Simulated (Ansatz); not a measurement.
The starting structures come from a database of crystals and need not be the phases stable at ambient conditions.

**Evanescent states of BeSe (F-43m, zinc blende, 2 atoms a cell, 17.3 Å³ an atom, -2 GPa at this level) along the normal of (110)**

The numbers are results of PBEsol (plane waves, PAW; Ansatz, a program for electronic structure), not measurements.

The gap is the functional's own. No spin-orbit coupling. Mid-gap values are those at the computed energy nearest the middle.

Energies count from the valence-band top; κ is the least over a 8×6 mesh across the current.

```tsv
E (eV)	κ (1/Å)	where
0.07	0.052	Γ
0.20	0.089	Γ
0.33	0.112	Γ
0.46	0.130	Γ
0.58	…	Γ
0.71	…	Γ
0.84	0.167	Γ
0.97	…	Γ
1.10	…	Γ
1.24	…	Γ
1.36	…	Γ
1.50	…	Γ
1.62	…	Γ
1.75	…	Γ
1.89	…	Γ
2.02	0.167	Γ
2.15	0.147	Γ
2.27	0.122	Γ
2.40	0.085	Γ
```

**Question.** What belongs in the gaps?

**Answer.** 
- 0.58, κ (1/Å): 0.145
- 0.71, κ (1/Å): 0.157
- 0.97, κ (1/Å): 0.175
- 1.10, κ (1/Å): 0.183
- 1.24, κ (1/Å): 0.189
- 1.36, κ (1/Å): 0.194
- 1.50, κ (1/Å): 0.198
- 1.62, κ (1/Å): 0.201
- 1.75, κ (1/Å): 0.196
- 1.89, κ (1/Å): 0.183
